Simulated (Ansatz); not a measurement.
## Zn under a change: uniaxial strain ε_xx = +1.00 %

Consider Zn in the hcp (Mg type) structure (space group P6_3/mmc, No. 194; a = 2.613 Å, c = 4.781 Å; relaxed with 0.1 eV smearing). Axes: x lies along a and z along c of the hexagonal cell.

Modification: uniaxial strain ε_xx = +1.00 %, all other strain components held at zero; the atoms relax in the strained cell.

Method: Ansatz (an electronic-structure program) PBEsol, spin-orbit coupling left out. Γ-centred 25×25×13 mesh, Fermi–Dirac width 0.1 eV.

```tsv
quantity	base	changed	shift
volume per atom	14.14 Å³	14.28 Å³	+0.14 Å³
shortest interatomic distance	4.938 bohr	4.950 bohr	+0.012 bohr
energy relative to the base (free energy F)	0 meV/atom	+0.9 meV/atom	+0.9 meV/atom
pressure (mean of the normal stresses, compression positive)	0.0 GPa	-1.0 GPa	-1.0 GPa
band gap	zero	zero	–
stress (xx, yy, zz, yz, xz, xy; compression positive)	–	(-2.0, -0.5, -0.5, 0.0, 0.0, 0.0) GPa	–
```

Final structure:

```xyz
2
Lattice="2.6391 0.0000 0.0000 -1.3195 2.2629 0.0000 0.0000 0.0000 4.7815" Properties=species:S:1:pos:R:3 pbc="T T T"
Zn     1.3195     0.7543     3.5861
Zn     0.0000     1.5086     1.1954
```

Cost of the whole job for the changed cell (relaxation, final SCF and bands): roughly 50 core-seconds.

No phonon test of stability was made.
